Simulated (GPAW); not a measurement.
Worked example: relaxation of cell and atoms of HgTe (F-43m, 2 atoms in the cell) in GPAW.

Method: PBE, GPAW PAW datasets PBE (gpaw-data 1.0.1) (plane waves; GPAW).

```
HgTe
1.0
    0.00000     3.28846     3.28846
    3.28846     0.00000     3.28846
    3.28846     3.28846     0.00000
Hg Te
1 1
Direct
  0.00000   0.00000   0.00000
  0.25000   0.25000   0.25000
```

Reference input (self-consistent single point, DFT PBE, plane waves, GPAW PAW datasets PBE (gpaw-data 1.0.1)): mode = pw; ecut = 550 eV; xc = PBE; kpts = 9 9 9; mesh shift (steps) = 0 0 0; occupations.name = fermi-dirac; occupations.width = 0.05 eV; nbands = -8; convergence.bands = -6; symmetry.symmorphic = false; symmetry.tolerance = 0.0005; maxiter = 150. This run's input differs from it in these lines:

```diff
@@ -1,2 +1,4 @@
 from ase import Atoms
+from ase.filters import FrechetCellFilter
+from ase.optimize import LBFGS
 from ase.units import GPa
@@ -16,4 +18,4 @@
             occupations=FermiDirac(0.05),
-            nbands=-8,
-            convergence={'bands': -6},
+            nbands=-10,
+            convergence={'density': 1e-05},
             symmetry={'symmorphic': False, 'tolerance': 0.0005},
@@ -22,2 +24,10 @@
 atoms.calc = calc
+
+target = FrechetCellFilter(atoms)
+
+opt = LBFGS(target, logfile='-')
+converged = opt.run(fmax=0.02, steps=40)
+print('Relaxation converged:', converged)
+print('Cell:', atoms.cell.cellpar().round(4))
+print(atoms.get_scaled_positions().round(5))
```

Output, abridged:

```
     iter     time        total  log10-change:
                         energy   eigst   dens
iter:   1 --:--:--    -4.611536
iter:   2 --:--:--    -4.580953   -1.40  -1.41
iter:   3 --:--:--    -4.536226   -1.78  -1.44
iter:   4 --:--:--    -4.546334   -2.85  -1.80
iter:   5 --:--:--    -4.511809   -1.98  -1.84
iter:   6 --:--:--    -4.509226   -3.51  -2.40
iter:   7 --:--:--    -4.508693c  -4.62  -2.77
iter:   8 --:--:--    -4.509016c  -4.92  -2.72
iter:   9 --:--:--    -4.510183c  -3.81  -2.81
iter:  10 --:--:--    -4.510445c  -4.30  -3.25
iter:  11 --:--:--    -4.510339c  -4.97  -3.43
iter:  12 --:--:--    -4.510342c  -5.75  -4.03
iter:  13 --:--:--    -4.510342c  -6.52  -4.07
iter:  14 --:--:--    -4.510335c  -5.70  -4.09
iter:  15 --:--:--    -4.510343c  -5.95  -3.98
iter:  16 --:--:--    -4.510343c  -7.92c -4.61
iter:  17 --:--:--    -4.510343c  -7.36  -4.88
iter:  18 --:--:--    -4.510343c  -8.78c -4.87
iter:  19 --:--:--    -4.510343c  -8.69c -5.21c
Converged after 19 iterations.

Dipole moment: (-4.540259, -4.540259, -4.540259) |e|*Ang

Energy contributions relative to reference atoms: (reference = -717946.462161)

Kinetic:        +27.544877
Potential:      -23.127041
External:        +0.000000
XC:              -6.922012
Entropy (-ST):   -0.000497
Local:           -2.005918
SIC:             +0.000000
--------------------------
Free energy:     -4.510592
Extrapolated:    -4.510343

Showing only first 2 kpts
 Kpt  Band  Eigenvalues  Occupancy
  0    10      3.89206    1.60652
  0    11      3.89206    1.60652
  0    12      3.89206    1.60652
  0    13      8.24354    0.00000

  1    10      3.56123    1.99934
  1    11      3.56123    1.99934
  1    12      4.85914    0.00000
  1    13      7.68427    0.00000

Fermi level: 3.96240

No gap
   [... lines left out ...]
Occupation numbers: Fermi-Dirac:
Atomic positions and initial magnetic moments
Free energy:     -4.513405
Fermi level: 3.89931
No gap
Occupation numbers: Fermi-Dirac:
Atomic positions and initial magnetic moments
Free energy:     -4.519270
Fermi level: 3.63147
No gap
   [... lines left out ...]
     0.000000    -0.000354     0.000000
     0.000000     0.000000    -0.000354

Forces in eV/Ang:
  0 Hg    0.00000   -0.00000    0.00000
  1 Te    0.00000    0.00000   -0.00000

LBFGS:    2 --:--:--       -4.519270        0.012972
Relaxation converged: True
Cell: [ 4.6978  4.6978  4.6978 60.     60.     60.    ]
[[0.   0.   0.  ]
 [0.25 0.25 0.25]]
Energy (eV): -4.519013
Stress (GPa, Voigt): [-0.0567 -0.0567 -0.0567  0.      0.      0.    ]
```

The run converged. GPAW prints stress with tension positive. 

Summary of the result:
- Free energy E − TS (from the program's reference atoms) = -4.5193 eV
- Fermi level (on the code's own zero) = 3.63 eV
- Pressure = 0.06 GPa
- Final cell = a = b = c = 4.6978 Å, α = β = γ = 60.00°
- Final volume per atom = 36.66 Å³
- Relaxation steps = 2

The starting cell has typed, rounded lattice constants, without a prior relaxation at this level. Its lattice was rescaled by a random factor within 2.5 % of one. The relaxation keeps the symmetry of its start, so its end need not be a minimum. The run gives no clean gap (levels at the Fermi energy touch, overlap or are partly filled at this smearing), which alone does not show that the compound is a metal.

Cost on one core of a shared machine: roughly 2 min.
